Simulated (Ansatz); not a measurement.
Start from Hf in the hcp (Mg type) structure (space group P6_3/mmc, No. 194; a = 3.1983 Å, c = 5.0488 Å; relaxed with 0.1 eV smearing). Axes: x lies along a and z along c of the hexagonal cell.

The values are results of r2SCAN in Ansatz (plane waves to 500 eV, PAW, spin-orbit coupling left out), not measurements.

Perturbation: uniaxial strain ε_zz = −3.00 %, all other strain components held at zero, atoms relaxed at fixed cell.

Problem. Predict the stress tensor and what it implies for the stiffness.

Solution. Stress of the strained cell less that of the base (GPa, compression positive):
```
    2.1     0.0     0.0
    0.0     2.1     0.0
    0.0     0.0     6.6
```

Then −Δσ_ii/ε with ε = -0.0300 gives secant stiffness values (nonlinear terms included at this strain): C33 ≈ 219 GPa, C13 ≈ 71 GPa and C23 ≈ 71 GPa.

As a check, the harmonic strain energy −½ V₀ Δσ:ε is 14 meV/atom; the computed energy rise is 13 meV/atom.

No phonon test of stability was made. All final runs are without spin polarisation.

Ansatz is a quantum-chemistry and plane-wave program.
